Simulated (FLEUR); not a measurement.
A self-consistent single point of CdS (F-43m, 2 atoms in the cell) with FLEUR.

Method: LDA (Perdew-Zunger), all-electron FLAPW (FLEUR), scalar-relativistic valence.

```
CELL_PARAMETERS angstrom
      0.00000     2.88351     2.88351
      2.88351     0.00000     2.88351
      2.88351     2.88351     0.00000
ATOMIC_POSITIONS crystal
  Cd 0.00000 0.00000 0.00000
  S  0.25000 0.25000 0.25000
```

Reference input (self-consistent single point, DFT, PBE, all-electron FLAPW (FLEUR), scalar-relativistic valence): Kmax = 4.7 1/bohr; GmaxXC = 16.4 1/bohr; xcFunctional = pbe; jspins = 1; l_soc = F; mode = hist; fermiSmearingEnergy = 0.0001 Htr; mesh (inpgen div1-3) = 10 10 10; inpgen gamma flag = true; Gmax = 16.4 1/bohr; numbands = 0; maxIterBroyd = 99. This run's input differs from it in these lines:

```diff
@@ -14,2 +14,3 @@
 &comp jspins=1 /
+&exco xctyp='pz' /
 &kpt div1=10 div2=10 div3=10 gamma=t /
@@ -26,3 +27,3 @@
       <coreElectrons ctail="T" frcor="F" kcrel="0" coretail_lmax="0"/>
-      <xcFunctional name="pbe" relativisticCorrections="F"/>
+      <xcFunctional name="pz" relativisticCorrections="F"/>
       <magnetism jspins="1"/>
```

Output, abridged:

```
 Iteration:     1   Distance:       8.48431564 me/bohr^3
 Iteration:     2   Distance:       7.58341835 me/bohr^3
 Iteration:     3   Distance:       4.00894689 me/bohr^3
 Iteration:     4   Distance:       1.58657831 me/bohr^3
 Iteration:     5   Distance:       1.06714513 me/bohr^3
   [... 6 lines left out ...]
 Iteration:    12   Distance:       0.00029984 me/bohr^3
 Iteration:    13   Distance:       0.00001552 me/bohr^3
 Iteration:    14   Distance:       0.00001690 me/bohr^3
 Iteration:    15   Distance:       0.00000138 me/bohr^3
 Run finished successfully
 Stop message:
   Structural relaxation: Done

[file out, last iteration]
             iter=     16
[...]
          total density-effective poten   -9.8395383650E+03
          total charge density-energy d   -1.7409950398E+02
 Updated energy parameters for spin:           1
[...]
 fermi energy and band-weighting factors:
    0.563217    0.567838    0.567838

[...]
FERMIE:
          first approx. to ef    (T=0)  :   0.149054 htr   (energy of the highest occ. eigenvalue)
          number of occ. states  (T=0)  :        564
          first approx. to seigv (T=0)  : -14.289014 htr
          sum of weights of occ. states :  12.000000
          sum of semicore charge        :   0.000000 e
FERHIS:  Fermi-Energy by histogram:
          bandgap                     :   0.034418 htr
   [... lines left out ...]
          charge neutrality (T=0)     :   0.000000    (zero if the highest occ. eigenvalue is "entirely" occupied)
 Direct bandgap for spin            1 :    3.4418172631642541E-002  Htr
 ---->    free energy=                     -5989.0532523062 htr
   [... lines left out ...]
      extrapolation for T->0
 ---->    total electron energy=           -5989.0532523062 htr
 ***** TOTAL FORCES ON ATOMS *****
 TOTAL FORCE FOR ATOM TYPE=  1  X=  0.000   Y=  0.000   Z=  0.000
                       FX_TOT= 0.000000 FY_TOT= 0.000000 FZ_TOT= 0.000000
 TOTAL FORCE FOR ATOM TYPE=  2  X=  2.725   Y=  2.725   Z=  2.725
                       FX_TOT= 0.000000 FY_TOT= 0.000000 FZ_TOT= 0.000000
 Structural relaxation: Done
```

The run converged in 15 iterations. FLEUR gives forces in its relaxation mode, with a further iteration, so its stop message speaks of a relaxation. Against the reference run the gap on the mesh goes from 1.222 to 0.937 eV.

The starting cell comes from a database of computed structures (which also holds hypothetical and non-ambient phases and stackings), without a prior relaxation at this level. Its lattice was rescaled by a random factor within 2.5 % of one. Values depend on the basis (sphere radii, cutoffs, local orbitals), which need not be converged.

Cost on one core of a shared machine: roughly 2 min.
